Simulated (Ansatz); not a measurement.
Functionals compared on SiH3 on the 1x1 (0001) surface of corundum (cut with top plane Al), one in a 1x1 cell, started at the site 'hollow Al-O-O-O over O at depth 2.3 Å', in Ansatz (plane waves, PAW). The structure was relaxed with PBE; the other rows are single points on it, each with its references at the same level. Cutoff 420 eV (500 eV for r2SCAN). The points keep PBE's geometry, so the relaxation of a polaron and the settling of charge on one site are left out.

Host crystal: corundum, with a band gap (PBE, scalar-relativistic without spin-orbit coupling).

Set-up: 24 atoms, 6.7 Å thick at the start under the adsorbate (thin: gaps and levels are the slab's own); mesh 6x6x1; 0.01 eV smearing; dipole correction on; 9 atoms held, the rest relaxed; no symmetry held; spin-polarised, ending with about 1.0 μB a cell; orders that need a larger cell were not tried, no spin-orbit, no U, no dispersion correction. At the end it is bonded to Al. In PBE it is, or lies within 0.03 eV of, the lowest of the starts that converged. These notes are the PBE run's. r2SCAN: The program's check for a lower electronic state was not made. Adsorption energies are against SiH4(g) − ½ H2(g). A negative adsorption energy means that the adsorbate is more stable on the surface than in its reference.

| functional | adsorption energy (eV) | gap of the slab on its k-mesh (eV) | highest filled level below the top vacuum level (eV) | magnetic moment of the cell (μB) | rough cost of the single point |
|---|---|---|---|---|---|
| PBE | 1.28 | 1.13 | 5.47 | 1.00 | – |
| RPBE | 1.41 | 1.23 | 5.42 | 1.00 | very roughly 2.8 core-minutes |
| r2SCAN | … | … | … | 1.00 | about 5 core-minutes (a rough figure) |

### Question
Complete the blanks.

### Answer

- r2SCAN, adsorption energy (eV): 1.17
- r2SCAN, gap of the slab on its k-mesh (eV): 1.83
- r2SCAN, highest filled level below the top vacuum level (eV): 5.74

Ansatz is a program for electronic structure.
